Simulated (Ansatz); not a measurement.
**(4,2) carbon nanotube**

Levels: PBE (plane waves to 420 eV, PAW; Ansatz, an electronic-structure program); r2SCAN (plane waves to 500 eV, PAW; Ansatz). Unmarked values and the geometry are of the first. Mesh 1×1×6. No spin polarisation. Periodic along z alone, with about 11 Å of vacuum beside it. An idealised model, rolled from the flat sheet. It keeps the symmetry and period of its start, so it need not be a minimum against all distortions. Buckling under compression is shut out by symmetry and the short period.

```
Property                                                                                                       Value
---------------------------------------------------------  ---------------------------------------------------------
period along the axis (56 atoms)                                                                            11.286 Å
mean diameter                                                                                                 4.29 Å
energy over the flat sheet                                                                             +453 meV/atom
PBE gap                                                    0.22 eV, indirect, from k = 0.104 × 2π/c to the zone edge
electron mass along the axis (PBE)                                                                           0.19 mₑ
hole mass along the axis (PBE)                                                                               0.44 mₑ
valence and conduction edges under the vacuum level (PBE)                                           5.05 and 4.83 eV
r2SCAN gap at this geometry                                                                                  0.26 eV
axial stiffness dF/dε                                                                                         425 nN
```

```xyz
56
Lattice="15.5000 0.0000 0.0000 0.0000 15.5000 0.0000 0.0000 0.0000 11.2864" Properties=species:S:1:pos:R:3 pbc="T T T"
C      9.8396     8.2258     9.9387
C      9.4249     9.0871    11.0217
C      9.8932     7.7489     7.5202
C      9.6804     8.6808     8.6032
C      9.8392     8.2279     6.1847
C      9.8932     7.7511     3.7661
C      8.2279     9.8392    10.7449
C      8.6808     9.6804     8.3264
C      7.7489     9.8932     9.4093
C      9.0871     9.4249     5.9079
C      8.2258     9.8396     6.9908
C      9.4263     9.0854     3.4894
C      8.6789     9.6814     4.5723
C      9.6814     8.6789     1.0709
C      9.0854     9.4263     2.1538
C      6.4146     9.4263     9.1325
C      5.8186     8.6789    10.2155
C      6.8211     9.6814     6.7140
C      6.0737     9.0854     7.7970
C      7.2742     9.8396     4.2955
C      6.4129     9.4249     5.3785
C      7.7511     9.8932     1.8770
C      6.8192     9.6804     2.9600
C      7.2721     9.8392     0.5415
C      5.6604     7.2742     9.9387
C      6.0751     6.4129    11.0217
C      5.6068     7.7511     7.5202
C      5.8196     6.8192     8.6032
C      5.6608     8.2279     5.1017
C      5.6608     7.2721     6.1847
C      5.8196     8.6808     2.6832
C      5.6068     7.7489     3.7661
C      6.0751     9.0871     0.2647
C      5.6604     8.2258     1.3476
C      7.2721     5.6608    10.7449
C      6.8192     5.8196     8.3264
C      7.7511     5.6068     9.4093
C      6.4129     6.0751     5.9079
C      7.2742     5.6604     6.9908
C      6.0737     6.4146     3.4894
C      6.8211     5.8186     4.5723
C      5.8186     6.8211     1.0709
C      6.4146     6.0737     2.1538
C      9.0854     6.0737     9.1325
C      9.6814     6.8211    10.2155
C      8.6789     5.8186     6.7140
C      9.4263     6.4146     7.7970
C      8.2258     5.6604     4.2955
C      9.0871     6.0751     5.3785
C      7.7489     5.6068     1.8770
C      8.6808     5.8196     2.9600
C      8.2279     5.6608     0.5415
C      9.8392     7.2721     5.1017
C      9.6804     6.8192     2.6832
C      9.4249     6.4129     0.2647
C      9.8396     7.2742     1.3476
```
